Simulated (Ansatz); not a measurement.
Troubleshooting Ansatz (a first-principles code): a failed run on ScB12 (Fm-3m, 13 atoms in the cell). The aim is a self-consistent single point with DFT, r2SCAN, plane waves, default PAW files made with PBE.

Cell that was meant: a = 5.2340 Å, b = 5.2340 Å, c = 5.2340 Å, α = 60.00°, β = 60.00°, γ = 60.00°.

Part of the input:

Ansatz 0.2 input:
```yaml
hamiltonian:
  xc: r2scan
  pseudopotentials: { kind: paw }
SCF:
  occupations: { method: cold, width: 0.136 }
output:
  forces: true
```

Output (repeated stretches shortened):

```
Error: YAML parse error: error: line 25 column 1: unknown field `SCF`, expected one of crystal, accuracy, basis, kpoints, hamiltonian, magnetization, projection, total_charge, correlation, batch, efield, external_charges, scf, relax, neb, saddle, md, ramp, phonons, dielectric, real_time, elastic, magnetic_configurations, gw, evaluate, workflow, output, checkpoint, execution
  --> <input>:25:1
   |
23 |   xc: r2scan
24 |   pseudopotentials: { kind: paw }
25 | SCF:
   | ^ unknown field `SCF`, expected one of crystal, accuracy, basis, kpoints, hamiltonian, magnetization, projection, total_charge, correlation, batch, [...]
26 |   occupations: { method: cold, width: 0.136 }
27 | output:
   |
```

Question: From the messages shown, name the fault and mend the input.

Answer: The program does not know the word SCF. To fix it, write scf. The program stopped before any SCF iteration.

The sound input it was made from differs as follows (other fixes are possible):
```diff
-SCF:
+scf:
```

With that input, the run converged in 8 iterations: free energy E − TS (on the zero of these files) -4022.0220 eV; Fermi level (on the code's own zero) 10.53 eV; pressure 0.16 GPa; largest force (vector length) 0.339 eV/Å (DFT, r2SCAN, plane waves, default PAW files made with PBE).

On the sound input: the starting cell comes from a database of published, mostly measured structures (it also holds non-ambient and calculated ones), without a prior relaxation at this level. Ansatz's pressure includes its estimate of the finite-basis (Pulay) stress.
